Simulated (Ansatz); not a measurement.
Base system: CdTe in the zinc blende structure (space group F-43m, No. 216).

```
CELL_PARAMETERS angstrom
      0.00000     3.27889     3.27889
      3.27889     0.00000     3.27889
      3.27889     3.27889     0.00000
ATOMIC_POSITIONS crystal
  Cd 0.00000 0.00000 0.00000
  Te 0.25000 0.25000 0.25000
```

All numbers come from r2SCAN (Ansatz, an electronic-structure program), spin-orbit coupling left out.

Base values:

The valley order is Γ 1.17 eV; L along ⟨111⟩ 2.20 eV. The electron mass is 0.090 mₑ (at Γ) and the width of the top valence band is 2.09 eV. The lattice parameter a is 655.8 pm.

Perturbation: cell and atoms relaxed at a pressure of 9 GPa.

Question: Predict the new valley order.

Answer: The valley order (the lowest conduction-band minima on the path, energy above the VBM, named in the base's zone) goes from Γ 1.17 eV; L along ⟨111⟩ 2.20 eV to Γ 1.67 eV; L along ⟨111⟩ 2.37 eV; X along ⟨100⟩ 2.61 eV.

Question: How does this affect the electron mass?

Answer: The electron mass changes from 0.090 mₑ (at Γ) to 0.11 mₑ (at Γ).

Question: What does the calculation give for the width of the top valence band after the change?

Answer: The width of the top valence band rises by 0.72 eV to 2.81 eV.

Question: Estimate the effect on the lattice parameter a.

Answer: The lattice parameter a shrinks by 33.1 pm (655.8 pm → 622.7 pm).

Spin-orbit coupling, missing from the scalar runs, can matter with Te. The levels and masses belong to the bands next to the band gap. Load acts through the strain it causes; cell and atoms are relaxed under it. Effective masses come from finite differences of ±0.01 Å⁻¹. No phonon test of stability was made. Measured, CdTe leaves this structure (for cinnabar) near 3.53 GPa (temperature not stated; as listed in Datta, Sujoy, Jana, Debnarayan, arXiv (2020)), on rising pressure, with hysteresis.
